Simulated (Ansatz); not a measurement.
Consider the following.

```xyz
2
Lattice="0.0000 2.7237 2.7918 2.7237 0.0000 2.7918 2.7237 2.7237 0.0000" Properties=species:S:1:pos:R:3 pbc="T T T"
Ag     0.0000     0.0000     0.0000
Cl     2.7237     2.7237     2.7918
```

No spin polarisation.

Method: plane-wave PAW DFT at the PBEsol level (Ansatz, a first-principles code, 420 eV), spin-orbit coupling left out. Settings: 10×10×10 k-points, 0.05 eV Fermi–Dirac smearing.

Problem. What is the computed stress (xx, yy, zz, yz, xz, xy; compression positive)?

Solution. (-1.06, -1.06, -1.62, 0.00, 0.00, 0.00) GPa.

Problem. Estimate the band gap.

Solution. 0.65 eV.

The cells carry an imposed strain or load. Whether these cells are dynamically stable was not tested. The cell was made from AgCl in the rock salt structure (space group Fm-3m, No. 225) by this change: uniaxial strain ε_zz = +2.50 %.
